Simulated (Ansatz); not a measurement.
**Ansatz (a first-principles code) run on K₂Pt (I4mm, 3 atoms in the cell): self-consistent single point**

Method: LDA (PW92), default PAW files made with PBE (plane waves; Ansatz).

Input as run:

Ansatz 0.2 input:
```yaml
# K2Pt
crystal:
  lattice:
    - [0.000000, 3.770121, 3.770121]
    - [3.770121, 0.000000, 3.770121]
    - [3.770121, 3.770121, 0.000000]
  atoms:
    - { symbol: K, position_ang: [5.655182, 5.655182, 5.655182] }
    - { symbol: K, position_ang: [1.885061, 1.885061, 1.885061] }
    - { symbol: Pt, position_ang: [0.000000, 0.000000, 0.049999] }
basis:
  ecutwfc: 420.0 eV
kpoints:
  mp_grid:
    grid: [6, 6, 6]
hamiltonian:
  xc: lda
  pseudopotentials:
    kind: paw
scf:
  occupations:
    method: fermi_dirac
    width: 0.05 eV
output:
  forces: true
  eigenvalues: true
  stress: true
```

Output, abridged:

```
WARN ansatz: RAYON_NUM_THREADS=1 ignored (pool sized by the plan → 1); use --threads N
Pseudopotentials: kind: paw
Pseudopotential: K, paw, valence charge 9
Pseudopotential: Pt, paw, valence charge 18
Crystal: 3 atoms, lattice volume = 107.176 Å³
Basis set: ecut = 420 eV, 2085 PW (Γ)
Bands: 22, of which v1, the nominal top of the filled ones, is band 18 counted from 1 (17 counted from 0)
Symmetry: 8 space group operations
Space group: I4mm (ITA 107), of the structure as read, at distance tolerance 4.8e-5 Å
k-points: 30 of 216 (time reversal used)
PAW frozen core: K, regenerated for the run's functional, and the local potential with it
PAW frozen core: Pt, regenerated for the run's functional, and the local potential with it
Initial density: superposition of atomic densities (neutral atoms: chi_scale 0, normalization atom), corrected by the library's trained network
Initial wavefunctions: pseudopotential atomic-orbital guess
Eigensolver: davidson
Functional: x = slater, c = lda
SCF iter   1: F=—  HF=-15237.109210 eV  |F-HF|=—  |Δ(HF+E_count)|=         —  Δρ=4.18e-3  dr2=8.68e-3  ethr=1.77e-3  ⟨swp⟩=5.6  Hψ=2998  notcnv=0
all-band conjugate gradients solve this SCF's bands
preconditioner: auto → none
SCF iter   2: F=—  HF=-15237.108639 eV  |F-HF|=—  |Δ(HF+E_count)|=   5.71e-4  Δρ=2.32e-3  dr2=4.79e-3  ethr=2.41e-5  ⟨swp⟩=2.3  Hψ=1298  notcnv=0
SCF iter   3: F=—  HF=-15237.109033 eV  |F-HF|=—  |Δ(HF+E_count)|=   3.94e-4  Δρ=1.94e-3  dr2=6.03e-3  ethr=1.33e-5  ⟨swp⟩=2.0  Hψ=840  notcnv=0
SCF iter   4: F=—  HF=-15237.107947 eV  |F-HF|=—  |Δ(HF+E_count)|=   1.09e-3  Δρ=2.76e-4  dr2=3.84e-5  ethr=1.33e-5  ⟨swp⟩=2.0  Hψ=839  notcnv=0
SCF iter   5: F=—  HF=-15237.107948 eV  |F-HF|=—  |Δ(HF+E_count)|=   1.72e-6  Δρ=3.66e-5  dr2=2.04e-6  ethr=1.07e-7  ⟨swp⟩=2.2  Hψ=1078  notcnv=0
SCF iter   6: F=—  HF=-15237.107948 eV  |F-HF|=—  |Δ(HF+E_count)|=   1.88e-8  Δρ=1.53e-5  dr2=3.83e-7  ethr=5.67e-9  ⟨swp⟩=2.0  Hψ=840  notcnv=0
SCF iter   7: F=-15237.107948 eV  HF=-15237.107948 eV  |F-HF|=4.13e-8  |Δ(HF+E_count)|=   4.57e-8  Δρ=6.68e-6  dr2=5.89e-8  ethr=2.78e-10  ⟨swp⟩=4.6  Hψ=2271  notcnv=0
SCF 1 converged in 7 iterations: F = -15237.107948 eV  dr2 = 5.89e-8
SCF converged after 7 iterations
Free energy (F): -15237.107948 eV
Harris-Foulkes:  -15237.107948 eV  (|F-HF|=4.13e-8)
Internal energy: -15237.107948 eV  (E = F + TS)
E sigma→0 (E₀):  -15237.107948 eV
Entropy (-TS):   -0.000001 eV (-0.000 meV/atom)
Fermi energy:    5.086115 eV
--- Per-component energies (eV) ---
  E_band       = -609.177952
  E_kinetic    = 1150.875470
  E_local      = -4282.484792  (includes V_loc(G=0)·N_el)
  E_nonlocal   = 241.111559
  E_hartree    = 1634.876720
  E_xc         = -525.016243
  E_vxc        = -628.037439  (∫ρ·V_xc dr)
  E_paw        = -10665.272709  (= ΣΔE_a)
  E_vpaw       = -360.379686  (= ΣTr[D̂ρ^β])
  E_aug_tail   = 0.000170  (compensation charges beyond the density's cutoff)
  E_ewald      = -2792.176994
  E_core_change = 0.978869  (= ΣΔE_core)
  E_smearing   = -0.000001  (= −TS)
  E_closure    = 0.000000  (closes the sum)
  Σ components = -15237.107948   (vs F -15237.107948, Δ=0.00e0)
--- Forces (eV/Å), atoms counted from 1 ---
  atom   1  K     -0.00000000    -0.00000000     0.03584174
  atom   2  K      0.00000000     0.00000000     0.03584174
  atom   3  Pt    -0.00000000     0.00000000    -0.07177153
  max |Σ_I F_I| component: 8.81e-5 eV/Å
--- Stress (GPa, compression-positive) ---
       -1.753446       0.000000      -0.000000
        0.000000      -1.753446       0.000000
       -0.000000       0.000000      -1.761725
  P = ⅓ Tr σ = -1.7562 GPa (-17.562 kbar)
  The stress holds the Pulay correction. Without it, at fixed plane waves, as pw.x and ABINIT print it: P = -1.7625 GPa
--- Band table (eV; the first three rows and the last of 30) ---
  k-point 0: bands = ["-90.9703", "-45.1331", "-45.1331", "-45.1330", "-25.0301", "-24.9577", "-8.8391", "-8.8391", "-8.8390", "-8.6018", "-8.6018", "-8.6018", "2.0325", "4.1314", "4.1333", "4.2731", "4.2737", "4.2737", "7.8246", "7.8271", "7.8271", "9.8936"]
  k-point 1: bands = ["-90.9703", "-45.1331", "-45.1331", "-45.1330", "-25.0250", "-24.9624", "-8.8262", "-8.8243", "-8.8243", "-8.6283", "-8.6190", "-8.6190", "2.2708", "4.1448", "4.1463", "4.2371", "4.2693", "4.2697", "7.1251", "7.9770", "7.9781", "10.1492"]…
  k-point 2: bands = ["-90.9703", "-45.1331", "-45.1331", "-45.1330", "-25.0113", "-24.9753", "-8.7935", "-8.7833", "-8.7832", "-8.6874", "-8.6648", "-8.6648", "2.8508", "4.1708", "4.1711", "4.1846", "4.2626", "4.2635", "6.1697", "8.3081", "8.3087", "10.2217"]…
  k-point 29: bands = ["-90.9703", "-45.1331", "-45.1331", "-45.1330", "-25.0043", "-24.9811", "-8.9453", "-8.8750", "-8.8750", "-8.5769", "-8.5769", "-8.5437", "3.7084", "3.9866", "3.9869", "4.2759", "4.2759", "4.3352", "5.8590", "8.0932", "8.5062", "8.5062"]…
```

The run converged in 7 iterations.

The starting cell comes from a database of computed structures (which also holds hypothetical and non-ambient phases and stackings), without a prior relaxation at this level. Its lattice was rescaled by up to half a per cent. One atom was moved a little off its site on purpose. Spin-orbit coupling is off. Ansatz's pressure includes its estimate of the finite-basis (Pulay) stress.
